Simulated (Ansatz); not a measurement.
Cost and result by functional for the surface energy of the (310) surface of fcc Al in its 1x1 cell, outermost plane spacing 0.64 Å in the ideal cut, in Ansatz (plane waves, PAW). Single points on the PBE structure, on one kind of machine; costs are rough ratios of the slab run's core time (references not counted) to the cheapest single point. r2SCAN's cost holds its higher cutoff (500 against 420 eV). Differences are taken against r2SCAN for comparison alone: no measured value is at hand, so the table doesn't rank accuracy.

Model: 17-atom slab, 10.2 Å thick at the start (thin: gaps and levels are the slab's own), 9x6x1 mesh, Fermi-Dirac 0.1 eV, dipole correction, all atoms relaxed; symmetry of the start imposed; no spin, no spin-orbit, no U. These notes are the PBE run's.

| functional | relative cost | surface energy (J/m²) | less r2SCAN (J/m²) |
|---|---|---|---|
| LDA | 1 | 1.20 | 0.04 |
| PBEsol | 1 | 1.19 | 0.03 |
| RPBE | 1 | 0.93 | -0.24 |
| r2SCAN | 2 | 1.16 | 0.00 |
| PBE (the relaxed run's value) | – | 1.02 | -0.14 |

The values span 0.27 J/m², while the single points' costs differ by a factor of roughly 2. Differences are of unrounded values.

Ansatz is a quantum-chemistry and plane-wave program.
